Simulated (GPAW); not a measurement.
GPAW run on Co3Si (P6_3/mmc, 8 atoms in the cell): self-consistent single point.

Computed with LDA (Perdew-Wang 92), GPAW PAW datasets LDA (gpaw-data 1.0.1) (plane waves; GPAW).

```yaml
crystal:
  lattice:
    - [5.06406, 0.00000, 0.00000]
    - [-2.53203, 4.38560, 0.00000]
    - [0.00000, 0.00000, 4.04271]
  atoms:
    - { symbol: Co, position: [0.16748, 0.33495, 0.75000] }
    - { symbol: Co, position: [0.83252, 0.66505, 0.25000] }
    - { symbol: Co, position: [0.83252, 0.16748, 0.25000] }
    - { symbol: Co, position: [0.16748, 0.83252, 0.75000] }
    - { symbol: Co, position: [0.66505, 0.83252, 0.75000] }
    - { symbol: Co, position: [0.33495, 0.16748, 0.25000] }
    - { symbol: Si, position: [0.66667, 0.33333, 0.75000] }
    - { symbol: Si, position: [0.33333, 0.66667, 0.25000] }
```

Reference input (self-consistent single point, DFT PBEsol, plane waves, GPAW PAW datasets PBEsol (made by gpaw-setup)): mode = pw; ecut = 800 eV; xc = PBEsol; kpts = 5 5 6; mesh shift (steps) = 0 0 0; occupations.name = methfessel-paxton; occupations.width = 0.05 eV; occupations.order = 0; nbands = -16; convergence.forces = 0.001 eV/Å; symmetry.symmorphic = false; symmetry.tolerance = 0.0005. This run's input differs from it in these lines:

```diff
@@ -19,3 +19,3 @@
 calc = GPAW(mode={'name': 'pw', 'ecut': 800},
-            xc='PBEsol',
+            xc='LDA',
             kpts={'size': (5, 5, 6), 'gamma': True},
```

Its files differ too (potentials: GPAW PAW datasets LDA (gpaw-data 1.0.1)).

The program printed (abridged):

```
     iter     time        total  log10-change:
                         energy   eigst   dens  force
iter:   1 --:--:--   -70.687879
iter:   2 --:--:--   -70.901906   -0.19  -1.46
iter:   3 --:--:--   -70.737415   -0.90  -1.48
iter:   4 --:--:--   -70.718468   -0.97  -1.57
iter:   5 --:--:--   -70.884827   -1.16  -1.79
iter:   6 --:--:--   -70.882604   -2.51  -1.81
iter:   7 --:--:--   -70.860977c  -3.24  -1.80
iter:   8 --:--:--   -70.718053   -2.44  -1.81
iter:   9 --:--:--   -70.678343   -1.41  -1.90
iter:  10 --:--:--   -70.616374   -2.83  -2.15
iter:  11 --:--:--   -70.608059   -3.01  -2.57
iter:  12 --:--:--   -70.608063c  -4.42  -3.10
   [... lines left out ...]
iter:  15 --:--:--   -70.607650c  -4.64  -3.40
iter:  16 --:--:--   -70.607781c  -4.91  -3.72
iter:  17 --:--:--   -70.607637c  -5.13  -3.47
iter:  18 --:--:--   -70.607632c  -5.78  -4.06c
iter:  19 --:--:--   -70.607637c  -6.38  -4.22c
iter:  20 --:--:--   -70.607634c  -6.16  -4.08c
iter:  21 --:--:--   -70.607632c  -7.16  -4.34c
iter:  22 --:--:--   -70.607635c  -6.70  -4.34c
iter:  23 --:--:--   -70.607635c  -6.81  -4.41c
iter:  24 --:--:--   -70.607639c  -6.64  -4.44c
iter:  25 --:--:--   -70.607639c  -7.25  -4.88c
iter:  26 --:--:--   -70.607636c  -7.87c -4.91c
iter:  27 --:--:--   -70.607636c  -8.07c -5.00c -4.00c
Converged after 27 iterations.

Dipole moment: (0.000000, -0.000000, 0.000000) |e|*Ang

Energy contributions relative to reference atoms: (reference = -242747.026590)

Kinetic:        +33.121284
Potential:      -24.157774
External:        +0.000000
XC:             -79.140097
Entropy (-ST):   -0.014057
Local:           -0.424021
SIC:             +0.000000
--------------------------
Free energy:    -70.614665
Extrapolated:   -70.607636

Showing only first 2 kpts
 Kpt  Band  Eigenvalues  Occupancy
  0    29      9.95959    2.00000
  0    30     10.57553    0.00000
  0    31     10.70245    0.00000
  0    32     10.74243    0.00000

  1    29      9.88442    2.00000
  1    30     10.45427    0.00000
  1    31     10.63726    0.00000
  1    32     10.73404    0.00000

Fermi level: 10.24786

No gap
   [... lines left out ...]
  2 Co    0.19395   -0.11197   -0.00000
  3 Co   -0.19395    0.11197    0.00000
  4 Co    0.19395    0.11197    0.00000
  5 Co   -0.19395   -0.11197   -0.00000
  6 Si    0.00000    0.00000    0.00000
  7 Si    0.00000   -0.00000   -0.00000

Stress tensor:
     0.168973    -0.000000     0.000000
    -0.000000     0.168973     0.000000
     0.000000     0.000000     0.177972
Stress (GPa, Voigt): [27.0724 27.0724 28.5143  0.      0.     -0.    ]
```

The run converged in 27 iterations. GPAW prints stress with tension positive. Against the reference run the pressure goes from -21.30 to -27.55 GPa and the largest force goes from 0.210 to 0.224 eV/Å.

The starting cell comes from a database of computed structures (which also holds hypothetical and non-ambient phases and stackings), without a prior relaxation at this level. Its lattice was rescaled by a random factor within 2.5 % of one. Spin polarisation is off. With a pressure of about -28 GPa the cell is away from its equilibrium volume at this level.

Cost on one core of a shared machine: roughly 5 min.
